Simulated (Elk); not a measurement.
## Elk run on ZrN (Fm-3m, 2 atoms in the cell): self-consistent single point

Method of the run: PBEsol, all-electron FP-LAPW, Elk's shipped species files, APW+lo basis with extra local orbitals (Elk 10.2.4).

Input:

```
tasks
  0

xctype
  22

rgkmax
  8.0

gmaxvr
  16.0

nxlo
  2

lorbcnd
  .true.

rmtscf
  0.92

lmaxi
  3

stype
  3

swidth
  0.00183747

avec
    0.0000000000    4.3173231064    4.3173231064
    4.3173231064    0.0000000000    4.3173231064
    4.3173231064    4.3173231064    0.0000000000

atoms
  2   : nspecies
  'Zr.in'   : spfname
  1   : natoms; atposl, bfcmt below
  0.5000000000  0.5000000000  0.5000000000    0.0 0.0 0.0
  'N.in'   : spfname
  1   : natoms; atposl, bfcmt below
  0.0000000000  0.0000000000  0.0000000000    0.0 0.0 0.0

ngridk
  8 8 8
```

The program printed (abridged):

```
│ Elk code version 10.2.4 │

All units are atomic (Hartree, Bohr, etc.)

│ Ground-state run starting from atomic densities │

Lattice vectors :
   0.000000000       4.317323106       4.317323106
   4.317323106       0.000000000       4.317323106
   4.317323106       4.317323106       0.000000000

Unit cell volume      :    160.9435781
Brillouin zone volume :    1.541224672

Muffin-tin inner radius fraction :   0.1000000000E-01

Nuclei treated as point charges

Species :    1 (Zr)
 parameters loaded from : Zr.in
 name : zirconium
 nuclear charge    :   -40.00000000
 electronic charge :    40.00000000
 atomic mass :    166291.1791
 muffin-tin radius :    2.392000000
 number of radial points in muffin-tin :    597
 atomic positions (lattice), magnetic fields (Cartesian) :
   1 :   0.00000000  0.00000000  0.00000000    0.00000000  0.00000000  0.00000000

Species :    2 (N)
 parameters loaded from : N.in
 name : nitrogen
 nuclear charge    :   -7.000000000
 electronic charge :    7.000000000
 atomic mass :    25532.65214
 muffin-tin radius :    1.656000000
 number of radial points in muffin-tin :    297
 atomic positions (lattice), magnetic fields (Cartesian) :
   1 :   0.50000000  0.50000000  0.50000000    0.00000000  0.00000000  0.00000000

Total number of atoms per unit cell :    2

Spin treatment :
 spin-unpolarised

Number of Bravais lattice symmetries :   48
Number of crystal symmetries         :   48
Crystal has inversion symmetry
Real symmetric eigensolver will be used

k-point grid :      8     8     8
k-point offset :    0.000000000       0.000000000       0.000000000
k-point set is reduced with full crystal symmetry group
Total number of k-points :       29

Muffin-tin radius times maximum |G+k| :    8.000000000
 using average radius
Maximum |G+k| for APW functions       :    3.952569170
Maximum (1/2)|G+k|²                   :    7.811401522
Maximum |G| for potential and density :    16.00000000
 potential will be trimmed for |G| > 2 gkmax
Constant for pseudocharge density :   10
Radial integration step length :    4

G-vector grid sizes :     32    32    32
Number of G-vectors :    11113

Maximum angular momentum used for
 APW functions                      :    8
 outer part of muffin-tin           :    6
 inner part of muffin-tin           :    3

Total nuclear charge    :   -47.00000000
Total core charge       :    30.00000000
Total valence charge    :    17.00000000
Total excess charge     :    0.000000000
Total electronic charge :    47.00000000

Effective Wigner radius, rₛ :   0.9350375710

Number of empty states         :    8
Total number of valence states :   17
Total number of core states    :   30

Conduction state local-orbitals added automatically
Total number of local-orbitals :  144

Exchange-correlation functional :     22     0     0
 PBEsol, Phys. Rev. Lett. 100, 136406 (2008)
 gradient requirement :    1
 generalised gradient approximation (GGA)

Smearing type :    3
 Fermi-Dirac
Smearing width :   0.1837470000E-02
Effective electronic temperature (K) :    580.2271348

Mixing type :    3
 Broyden mixing, J. Phys. A: Math. Gen. 17, L317 (1984)

Kohn-Sham potential initialised from atomic data

│ Self-consistent loop started │
│ Loop number : 1 │
 total energy                :     -3653.82649531
│ Loop number : 2 │
 total energy                :     -3653.92099492
RMS change in Kohn-Sham potential (target) :    1.561880671     (  0.1000000000E-05)
Absolute change in total energy (target)   :   0.9449961469E-01 (  0.1000000000E-03)
│ Loop number : 3 │
 total energy                :     -3653.79811381
RMS change in Kohn-Sham potential (target) :    1.533416143     (  0.1000000000E-05)
Absolute change in total energy (target)   :   0.9925620854E-01 (  0.1000000000E-03)
│ Loop number : 4 │
 total energy                :     -3653.04256466
RMS change in Kohn-Sham potential (target) :   0.7469549262     (  0.1000000000E-05)
Absolute change in total energy (target)   :   0.7803631978     (  0.1000000000E-03)
│ Loop number : 5 │
 total energy                :     -3652.47810752
RMS change in Kohn-Sham potential (target) :   0.2519340251     (  0.1000000000E-05)
Absolute change in total energy (target)   :   0.7595479397     (  0.1000000000E-03)
│ Loop number : 6 │
 total energy                :     -3652.09972590
RMS change in Kohn-Sham potential (target) :   0.6922927990E-01 (  0.1000000000E-05)
Absolute change in total energy (target)   :   0.5682686039     (  0.1000000000E-03)
│ Loop number : 7 │
 total energy                :     -3651.96038567
RMS change in Kohn-Sham potential (target) :   0.2001158972E-01 (  0.1000000000E-05)
Absolute change in total energy (target)   :   0.2814073834     (  0.1000000000E-03)
│ Loop number : 8 │
 total energy                :     -3651.91444576
RMS change in Kohn-Sham potential (target) :   0.4214576027E-02 (  0.1000000000E-05)
Absolute change in total energy (target)   :   0.1162917621     (  0.1000000000E-03)
│ Loop number : 9 │
 total energy                :     -3651.94721704
RMS change in Kohn-Sham potential (target) :   0.2965779363E-02 (  0.1000000000E-05)
Absolute change in total energy (target)   :   0.3698342114E-02 (  0.1000000000E-03)
│ Loop number : 10 │
 total energy                :     -3651.93498509
RMS change in Kohn-Sham potential (target) :   0.4563472053E-03 (  0.1000000000E-05)
Absolute change in total energy (target)   :   0.1130736552E-01 (  0.1000000000E-03)
│ Loop number : 11 │
 total energy                :     -3651.93733217
RMS change in Kohn-Sham potential (target) :   0.5239252442E-03 (  0.1000000000E-05)
Absolute change in total energy (target)   :   0.4797574511E-03 (  0.1000000000E-03)
│ Loop number : 12 │
 total energy                :     -3651.93671841
RMS change in Kohn-Sham potential (target) :   0.8164704056E-04 (  0.1000000000E-05)
Absolute change in total energy (target)   :   0.7337009883E-03 (  0.1000000000E-03)
│ Loop number : 13 │
 total energy                :     -3651.93657321
RMS change in Kohn-Sham potential (target) :   0.1141563032E-04 (  0.1000000000E-05)
Absolute change in total energy (target)   :   0.3286297870E-03 (  0.1000000000E-03)
│ Loop number : 14 │
 total energy                :     -3651.93641234
RMS change in Kohn-Sham potential (target) :   0.2509538911E-05 (  0.1000000000E-05)
Absolute change in total energy (target)   :   0.2430225641E-03 (  0.1000000000E-03)
│ Loop number : 15 │
 total energy                :     -3651.93634341
RMS change in Kohn-Sham potential (target) :   0.1234817207E-05 (  0.1000000000E-05)
Absolute change in total energy (target)   :   0.1296843579E-03 (  0.1000000000E-03)
│ Loop number : 16 │
 total energy                :     -3651.93632800
RMS change in Kohn-Sham potential (target) :   0.1999046927E-06 (  0.1000000000E-05)
Absolute change in total energy (target)   :   0.4783323084E-04 (  0.1000000000E-03)
Convergence targets achieved

│ Loop number : 17 │

Energies :
 Fermi                       :     0.512570555315
 sum of eigenvalues          :     -2149.32386767
 electron kinetic            :      3770.93161434
 core electron kinetic       :      3691.53976281
 Coulomb                     :     -7303.78099242
 Coulomb potential           :     -5763.99934069
 nuclear-nuclear             :     -391.122761517
 electron-nuclear            :     -8061.31712112
 Hartree                     :      1148.65889021
 Madelung                    :     -4421.78132207
 xc potential                :     -156.256141319
 exchange                    :     -116.482538506
 correlation                 :     -2.60405286733
 electron entropic           :    -0.362909523686E-03
 total energy                :     -3651.93633236

Density of states at Fermi energy :    33.82581454
 (states/Hartree/unit cell)

Estimated indirect band gap :   0.2636732613E-02
 from k-point      2 to k-point      2
Estimated direct band gap   :   0.2636732613E-02
 at k-point      2

Charges :
 core                        :    30.00000000
 valence                     :    17.00000000
 interstitial                :    3.278101674
 muffin-tins (core leakage)
  species :    1 (Zr)
   atom    1                 :    37.59025821     (  0.1274884963E-04)
  species :    2 (N)
   atom    1                 :    6.131640119     (  0.8763655004E-06)
 total in muffin-tins        :    43.72189833
 total calculated charge     :    47.00364173
 total charge                :    47.00000000
 error                       :   0.3641725398E-02

│ Self-consistent loop stopped │
```

The run converged in 17 iterations. The count includes the last loop, which Elk runs after its targets are met.

The starting cell comes from a database of computed structures (which also holds hypothetical and non-ambient phases and stackings), without a prior relaxation at this level. Its lattice was rescaled by a random factor within 2.5 % of one. Values depend on the basis (sphere radii, cutoffs, local orbitals), which need not be converged. The log's line on a gap gives a spacing of levels on this mesh, which the program prints for metals too.
